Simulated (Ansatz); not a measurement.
# BaZrO3, response to strain

Start from BaZrO$_{3}$ in the cubic perovskite structure (space group Pm-3m, No. 221; a = 4.181 Å). Axes: x, y, z lie along the cube axes.

Strains are applied to the cell and any free atomic positions relax; under biaxial strain the out-of-plane vector relaxes too.

The values are results of PBEsol in Ansatz (plane waves to 420 eV, PAW, scalar-relativistic without spin-orbit coupling), not measurements.

Notes on the quantities. band gap: an upper bound: an edge found on the path is not a true extremum; the base alone; energy relative to the base: free energy F; in-plane stress: mean in-plane stress (compression positive).

```csv
change,band gap,energy relative to the base,out-of-plane strain,in-plane stress
base,3.17 eV,0 meV/atom,–,–
"biaxial strain −2.50 %, plane normal [111], relaxed out of plane",3.04 eV,(withheld),(withheld),(withheld)
"biaxial strain −2.00 %, plane normal [111], relaxed out of plane",3.08 eV,+11 meV/atom,+1.62 %,+6.3 GPa
"biaxial strain −1.50 %, plane normal [111], relaxed out of plane",3.11 eV,+6.3 meV/atom,+1.20 %,+4.7 GPa
"biaxial strain −1.00 %, plane normal [111], relaxed out of plane",3.14 eV,+2.7 meV/atom,+0.79 %,+3.1 GPa
"biaxial strain −0.50 %, plane normal [111], relaxed out of plane",3.16 eV,+0.6 meV/atom,+0.39 %,+1.5 GPa
```

Problem. Fill in the withheld entries from the trend.

Solution. 
- biaxial strain −2.50 %, plane normal [111], relaxed out of plane, energy relative to the base: +18 meV/atom
- biaxial strain −2.50 %, plane normal [111], relaxed out of plane, out-of-plane strain: +2.05 %
- biaxial strain −2.50 %, plane normal [111], relaxed out of plane, in-plane stress: +8.0 GPa

Stability against distortions was not tested.

Ansatz is an electronic-structure program.
